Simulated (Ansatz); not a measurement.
Start from W in the bcc (W type) structure (space group Im-3m, No. 229; a = 3.184 Å).

(Cell as relaxed with PBE.)

Levels (all Ansatz, an electronic-structure program, PAW, earlier PAW set): PBE (420 eV, without spin-orbit coupling); r2SCAN (500 eV, no spin-orbit coupling).

Each level relaxes its own structure.

```tsv
base	PBE	r2SCAN
volume per atom	16.13 Å³	15.93 Å³
lattice parameter a	3.184 Å	3.170 Å
band gap	zero	zero
```

Perturbation: cell and atoms relaxed at a pressure of 3 GPa.

```tsv
quantity	PBE	r2SCAN
lattice parameter a	3.173 Å	?
band gap	zero	?
```

**Question.** Predict the r2SCAN column.

**Answer.** 
- lattice parameter a, r2SCAN: 3.160 Å
- band gap, r2SCAN: zero

PBE's lattice parameter a lies 0.013 Å above r2SCAN's (0.4 %); the two agree on the band gap. Neither level is exact; r2SCAN is the comparison here, not a measurement.

Load acts through the strain it causes; cell and atoms are relaxed under it. No phonon test of stability was made. All final runs are without spin polarisation.
